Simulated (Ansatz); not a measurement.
SiO2 (P4₁2₁2, No. 92), treated with PBE-D4 (Ansatz, a quantum-chemistry and plane-wave program, plane waves, PAW).

Numerical settings: plane-wave cutoff 500 eV, 6×6×6 k mesh, gaussian smearing 0.02 eV, scalar-relativistic PAW data made under PBE.

Cell (relaxed at this level):

Space group P4₁2₁2 (No. 92); a = 4.932 Å, b = 4.932 Å, c = 6.788 Å, α = 90.00°, β = 90.00°, γ = 90.00°

| atom | site | symmetry | x | y | z |
|---|---|---|---|---|---|
| Si | 4a | ..2 | 0.3112 | 0.3112 | 0.0000 |
| O | 8b | 1 | 0.2342 | 0.1274 | 0.1910 |

Q: Estimate the band gap that the calculation returns.

A: 
- band gap: 5.66 eV (on the SCF k mesh)

Computed values are for the static lattice.
